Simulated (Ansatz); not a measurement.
Data:

```xyz
2
Lattice="0.0000 1.7817 1.9623 1.7817 0.0000 1.9623 1.7817 1.7817 0.0000" Properties=species:S:1:pos:R:3 pbc="T T T"
B      0.0000     0.0000     0.0000
N      0.8908     0.8908     0.9811
```

Computed with r2SCAN, rigid bands (plane waves, PAW, scalar-relativistic; Ansatz, a program for electronic structure). Condition of this run: uniaxial stress along [001] of -63 GPa (compression positive) (the target of the relaxation). Cell: cell and atoms relaxed with PBEsol, then loaded as said.

Task: What conductivity effective mass do dilute holes have at 300 K?

Result: 0.51 (x), 0.51 (y), 0.56 (z) mₑ.

Task: What conductivity effective mass do dilute electrons have at 300 K?

Result: 0.44 (x), 0.44 (y), 0.32 (z) mₑ.

Task: And the band gap?

Result: 4.07 eV at this level; semilocal functionals usually fall short of the measured gap.

Rigid bands, one relaxation time for all states, no polarons. Spin-orbit coupling is left out. Geometry: cell and atoms relaxed with PBEsol.
